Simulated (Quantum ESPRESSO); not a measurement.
A self-consistent single point of ZrAlFe4 (F-43m, 6 atoms in the cell) with Quantum ESPRESSO.

Method: PBEsol, PSlibrary PAW (PBE) pseudopotentials (plane waves; Quantum ESPRESSO).

```xyz
6
Lattice="0.0000 3.4339 3.4339 3.4339 0.0000 3.4339 3.4339 3.4339 0.0000" Properties=species:S:1:pos:R:3 pbc="T T T"
Zr     3.4339     3.4339     3.4339
Al     1.7169     1.7169     1.7169
Fe     6.0149     6.0149     6.0149
Fe     6.0149     4.2866     4.2866
Fe     4.2866     4.2866     6.0149
Fe     4.2866     6.0149     4.2866
```
Moments meant for the start (each program seeds them in its own way; μB, in the order of the atoms Zr Al Fe Fe Fe Fe): 1.0 0.0 4.0 4.0 4.0 4.0.

Reference input (self-consistent single point, DFT, PBEsol, plane waves, PSlibrary PAW (PBE) pseudopotentials): ecutwfc = 55 Ry; ecutrho = 330 Ry; occupations = smearing; smearing = cold; degauss = 0.0073499 Ry; nspin = 2; input_dft = pbesol; K_POINTS = automatic 5 5 5 0 0 0; conv_thr = 1e-09 Ry; mixing_beta = 0.3. This run's input differs from it in these lines:

```diff
@@ -43,3 +43,3 @@
 K_POINTS {automatic}
-5 5 5  0 0 0
+6 6 6  0 0 0
```

Log, with long lists cut:

```
     Self-consistent Calculation

     iteration #  1     ecut=    55.00 Ry     beta= 0.30

---- Real-time Memory Report at c_bands before calling an iterative solver
           235 MiB given to the printing process from OS
           119 MiB allocation reported by mallinfo(arena+hblkhd)
------------------

     Threshold (ethr) on eigenvalues was too large:
     Diagonalizing with lowered threshold

---- Real-time Memory Report at c_bands before calling an iterative solver
           303 MiB given to the printing process from OS
           133 MiB allocation reported by mallinfo(arena+hblkhd)
------------------

   [... lines left out ...]

---- Real-time Memory Report at c_bands before calling an iterative solver
           327 MiB given to the printing process from OS
           159 MiB allocation reported by mallinfo(arena+hblkhd)
------------------

     Magnetic moment per site  (integrated on atomic sphere of radius R)
     atom   1 (R=0.242)  charge=  9.6519  magn= -0.3494
     atom   2 (R=0.242)  charge=  1.6922  magn= -0.0948
     atom   3 (R=0.205)  charge=  6.3746  magn=  1.7507
     atom   4 (R=0.205)  charge=  6.3746  magn=  1.7507
     atom   5 (R=0.205)  charge=  6.3746  magn=  1.7507
     atom   6 (R=0.205)  charge=  6.3746  magn=  1.7507
     End of self-consistent calculation

     the Fermi energy is    12.9566 ev

!    total energy              =    -899.60340314 Ry
     estimated scf accuracy    <          2.8E-10 Ry
     smearing contrib. (-TS)   =       0.00025705 Ry
     internal energy E=F+TS    =    -899.60366019 Ry

      -> PAW hartree energy AE =     229.38704508 Ry
      -> PAW hartree energy PS =    -228.82926158 Ry
      -> PAW xc energy AE      =    -695.64539395 Ry
      -> PAW xc energy PS      =     139.58613597 Ry
      -> total E_H with PAW    =      58.74967472 Ry
      -> total E_XC with PAW   =    -698.53042351 Ry

     total magnetization       =     6.26 Bohr mag/cell
     absolute magnetization    =     7.94 Bohr mag/cell

     convergence has been achieved in  25 iterations

     Forces acting on atoms (cartesian axes, Ry/au):

   [... lines left out ...]

     Total force =     0.003840     Total SCF correction =     0.000006

          total   stress  (Ry/bohr**3)                   (kbar)     P=      -85.15
  -0.00057887   0.00000000  -0.00000000          -85.15        0.00       -0.00
  -0.00000000  -0.00057887  -0.00000000           -0.00      -85.15       -0.00
   0.00000000  -0.00000000  -0.00057887            0.00       -0.00      -85.15

   JOB DONE.
```

The run converged in 25 iterations. Against the reference run the free energy goes up by 3.8 meV/atom, the pressure moves little (-8.46 to -8.52 GPa), the largest force goes from 0.037 to 0.049 eV/Å and the size of the net moment hardly changes (1.06 to 1.04 μB/atom).

The starting cell comes from a database of computed structures (which also holds hypothetical and non-ambient phases and stackings), without a prior relaxation at this level. The magnetic order is the one reached from the typed start; others were not searched systematically. With a pressure of about -9 GPa the cell is away from its equilibrium volume at this level.

Cost on one core of a shared machine: roughly 7 min.
